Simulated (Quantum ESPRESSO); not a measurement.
A self-consistent single point of Na3BrO (P4mm, 5 atoms in the cell) with Quantum ESPRESSO.

Computed with PBEsol, GBRV 1.5 ultrasoft (PBESOL) pseudopotentials (plane waves; Quantum ESPRESSO).

```
CELL_PARAMETERS angstrom
      4.51046     0.00000     0.00000
      0.00000     4.51046     0.00000
      0.00000     0.00000     4.51046
ATOMIC_POSITIONS crystal
  Na 0.01108 0.50000 0.50000
  Na 0.50000 0.00000 0.50000
  Na 0.50000 0.50000 0.00000
  Br 0.00000 0.00000 0.00000
  O  0.50000 0.50000 0.50000
```

Reference input (self-consistent single point, DFT, PBEsol, plane waves, GBRV 1.5 ultrasoft (PBESOL) pseudopotentials): ecutwfc = 40 Ry; ecutrho = 200 Ry; occupations = smearing; smearing = fermi-dirac; degauss = 0.00147 Ry; K_POINTS = automatic 3 3 3 0 0 0; conv_thr = 1e-09 Ry. This run's input differs from it in these lines:

```diff
@@ -35,3 +35,3 @@
 K_POINTS {automatic}
-3 3 3  0 0 0
+8 8 8  0 0 0
```

Log, with long lists cut:

```
     Self-consistent Calculation

     iteration #  1     ecut=    40.00 Ry     beta= 0.70

     total energy              =    -358.01444185 Ry
     estimated scf accuracy    <       1.13118076 Ry

     iteration #  2     ecut=    40.00 Ry     beta= 0.70

     total energy              =    -357.47593669 Ry
     estimated scf accuracy    <       5.73486468 Ry

     iteration #  3     ecut=    40.00 Ry     beta= 0.70

     total energy              =    -358.61351773 Ry
     estimated scf accuracy    <       0.12289908 Ry

   [... 8 blocks of this kind left out ...]

     iteration # 12     ecut=    40.00 Ry     beta= 0.70

     total energy              =    -358.59171410 Ry
     estimated scf accuracy    <       0.00000003 Ry

     iteration # 13     ecut=    40.00 Ry     beta= 0.70
     End of self-consistent calculation

     the Fermi energy is     4.4389 ev

!    total energy              =    -358.59171411 Ry
     estimated scf accuracy    <          8.8E-10 Ry
     smearing contrib. (-TS)   =       0.00000000 Ry
     internal energy E=F+TS    =    -358.59171411 Ry

     convergence has been achieved in  13 iterations

     Forces acting on atoms (cartesian axes, Ry/au):

     atom    1 type  1   force =    -0.01300752    0.00000000    0.00000000
     atom    2 type  1   force =     0.00192360    0.00000000    0.00000000
     atom    3 type  1   force =     0.00192360    0.00000000    0.00000000
     atom    4 type  2   force =     0.00045929    0.00000000    0.00000000
     atom    5 type  3   force =     0.00870104    0.00000000    0.00000000

     Total force =     0.015891     Total SCF correction =     0.000005

          total   stress  (Ry/bohr**3)                   (kbar)     P=       11.30
   0.00008239   0.00000000   0.00000000           12.12        0.00        0.00
   0.00000000   0.00007407   0.00000000            0.00       10.90        0.00
   0.00000000   0.00000000   0.00007407            0.00        0.00       10.90

   JOB DONE.
```

The run converged in 13 iterations. Against the reference run the free energy falls by 1.5 meV/atom, the pressure hardly changes (1.15 to 1.13 GPa), the largest force stays at 0.334 eV/Å and the gap on the mesh moves little (1.996 to 1.997 eV).

The starting cell comes from a database of computed structures (which also holds hypothetical and non-ambient phases and stackings), without a prior relaxation at this level. Its lattice was rescaled by up to half a per cent. One atom was moved a little off its site on purpose.

Cost on one core of a shared machine: roughly 2 min.
